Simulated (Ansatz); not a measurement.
Electronic density of states of amorphous Ga48O70, density 4.72 g/cm³, on a 2×2×2 Γ-centred mesh with a Gaussian width of 0.1 eV; energies count from the Fermi level. Cell and mesh are small, so fine structure isn't converged. These are PBE, scalar-relativistic without spin-orbit coupling (plane waves to 420 eV, PAW; Ansatz, a first-principles code) values and carry that method's errors. Sampling: a 2×2×2 Γ-centred mesh; Fermi-Dirac width 0.02 eV; no spin polarisation. The usual formal charges leave 4 electrons over, so the level spacing at the Fermi energy parts defect or band states and needn't be the band gap. The spare electrons fill defect levels or the bottom of the conduction band, and the levels at the Fermi energy are partly filled.

It comes from a melt-quench run on a machine-learned potential (CHGNet), relaxed afterwards by DFT. O atoms were pushed apart under 1.9 Å during the dynamics, to hinder bonds among them. The hot cell started wider than the set density and was brought back towards it in steps. It is the lowest in DFT energy of 4 quenches. It is a model cell: composition and starting density were chosen by hand, and all elements were melted together. No dispersion term was used. Its density started from a set value of 4.62 and ended at 4.72 g/cm³. The quench (nominally 180 K/ps over its main leg) was far faster than any real one, so the model tends to hold more defects than a real film. A cell of this size samples the disorder only roughly. The volume was free in the relaxation, at fixed shape. Stress components on the final sampling reach 1.5 GPa. On a 2×2×2 Γ-centred mesh force components of up to 0.14 eV/Å stay, since the relaxation ran on the zone centre alone.

```tsv
E - EF (eV)	states/(eV atom)
-12.00	0.00
-11.90	0.00
-11.80	0.00
-11.70	0.00
-11.60	0.00
-11.50	0.00
-11.40	0.00
-11.30	0.00
-11.20	0.00
-11.10	0.00
-11.00	0.00
-10.90	0.00
-10.80	0.00
-10.70	0.00
-10.60	0.00
-10.50	0.00
-10.40	0.00
-10.30	0.00
-10.20	0.00
-10.10	0.00
-10.00	0.00
-9.90	0.00
-9.80	0.01
-9.70	0.05
-9.60	0.12
-9.50	0.19
-9.40	0.21
-9.30	0.24
-9.20	0.29
-9.10	0.34
-9.00	0.33
-8.90	0.32
-8.80	0.32
-8.70	0.31
-8.60	0.35
-8.50	0.37
-8.40	0.37
-8.30	0.35
-8.20	0.32
-8.10	0.29
-8.00	0.30
-7.90	0.30
-7.80	0.28
-7.70	0.25
-7.60	0.24
-7.50	0.24
-7.40	0.26
-7.30	0.29
-7.20	0.29
-7.10	0.34
-7.00	0.41
-6.90	0.44
-6.80	0.44
-6.70	0.47
-6.60	0.50
-6.50	0.51
-6.40	0.51
-6.30	0.51
-6.20	0.52
-6.10	0.53
-6.00	0.54
-5.90	0.58
-5.80	0.62
-5.70	0.61
-5.60	0.58
-5.50	0.59
-5.40	0.62
-5.30	0.63
-5.20	0.63
-5.10	0.66
-5.00	0.70
-4.90	0.68
-4.80	0.62
-4.70	0.65
-4.60	0.71
-4.50	0.70
-4.40	0.68
-4.30	0.71
-4.20	0.75
-4.10	0.78
-4.00	0.76
-3.90	0.76
-3.80	0.81
-3.70	0.85
-3.60	0.85
-3.50	0.86
-3.40	0.84
-3.30	0.77
-3.20	0.70
-3.10	0.64
-3.00	0.54
-2.90	0.42
-2.80	0.35
-2.70	0.33
-2.60	0.31
-2.50	0.18
-2.40	0.11
-2.30	0.05
-2.20	0.00
-2.10	0.00
-2.00	0.00
-1.90	0.00
-1.80	0.00
-1.70	0.00
-1.60	0.01
-1.50	0.01
-1.40	0.05
-1.30	0.07
-1.20	0.02
-1.10	0.00
-1.00	0.00
-0.90	0.00
-0.80	0.01
-0.70	0.01
-0.60	0.01
-0.50	0.02
-0.40	0.03
-0.30	0.01
-0.20	0.01
-0.10	0.04
0.00	0.06
0.10	0.06
0.20	0.06
0.30	0.04
0.40	0.02
0.50	0.04
0.60	0.05
0.70	0.05
0.80	0.06
0.90	0.07
1.00	0.06
1.10	0.07
1.20	0.11
1.30	0.13
1.40	0.15
1.50	0.14
1.60	0.13
1.70	0.13
1.80	0.11
1.90	0.11
2.00	0.15
2.10	0.18
2.20	0.23
2.30	0.26
2.40	0.25
2.50	0.21
2.60	0.23
2.70	0.27
2.80	0.25
2.90	0.27
3.00	0.29
3.10	0.30
3.20	0.32
3.30	0.33
3.40	0.35
3.50	0.34
3.60	0.32
3.70	0.34
3.80	0.34
3.90	0.31
4.00	0.30
4.10	0.29
4.20	0.32
4.30	0.33
4.40	0.32
4.50	0.31
4.60	0.34
4.70	0.35
4.80	0.34
4.90	0.35
5.00	0.37
5.10	0.34
5.20	0.34
5.30	0.38
5.40	0.39
```
